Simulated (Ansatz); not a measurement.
The starting structures come from a database of crystals and need not be the phases stable at ambient conditions.

 Where the default PAW files enter, the runs use the earlier of Ansatz's two default sets.

```
CELL_PARAMETERS angstrom
      5.68424     0.00000     0.00000
      0.00000     5.68424     0.00000
      2.84212    -2.84212     6.26119
ATOMIC_POSITIONS crystal
  K  0.50000 0.50000 0.00000
  K  0.75000 0.75000 0.50000
  Re 0.25000 0.25000 0.50000
  Re 0.00000 0.00000 0.00000
  O  0.29756 0.79444 0.84150
  O  0.45556 0.38906 0.34150
  O  0.86094 0.04706 0.84150
  O  0.20294 0.95244 0.34150
  O  0.95244 0.45556 0.65850
  O  0.79444 0.86094 0.15850
  O  0.38906 0.20294 0.65850
  O  0.04706 0.29756 0.15850
```

Space group of this cell: I4_1/a. The cell is taken as given; by r2SCAN its mean pressure is -2.5 GPa.

Transport runs along the normal of the first two printed cell vectors, the (001) plane of the conventional cell.

The gap is the functional's own, uncorrected, and κ follows it; spin-orbit coupling is left out. Mid-gap values are interpolated between the computed energies.

Q: Predict the band gap and the smallest decay constant κ at mid-gap from Ansatz (a program for electronic structure) with r2SCAN.

A: Gap 4.43 eV on a 6×6×6 mesh; κ = 0.601 1/Å, at the zone centre.
